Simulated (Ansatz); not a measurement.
The reference is BiAu2 in the cubic Laves (MgCu2 type) structure (space group Fd-3m, No. 227).

```
BiAu2
1.0
    0.00000     3.97237     3.97237
    3.97237     0.00000     3.97237
    3.97237     3.97237     0.00000
Bi Au
2 4
Direct
  0.00000   0.00000   0.00000
  0.25000   0.25000   0.25000
  0.62500   0.62500   0.12500
  0.62500   0.12500   0.62500
  0.62500   0.62500   0.62500
  0.12500   0.62500   0.62500
```

Method: PBEsol (Ansatz, a program for electronic structure), no spin-orbit coupling.

For the base:

| Property | Result |
|---|---|
| Lattice parameter a | 7.945 Å |
| Band gap | zero |

Now apply this change: cell and atoms relaxed at a pressure of 0.3 GPa.

Task: What happens to the lattice parameter a?

Result: The lattice parameter a falls by 0.0065 Å (7.945 Å → 7.938 Å).

Task: How does this affect the band gap?

Result: The band gap stays zero.

Load acts through the strain it causes; cell and atoms are relaxed under it. Stability against distortions was not tested.
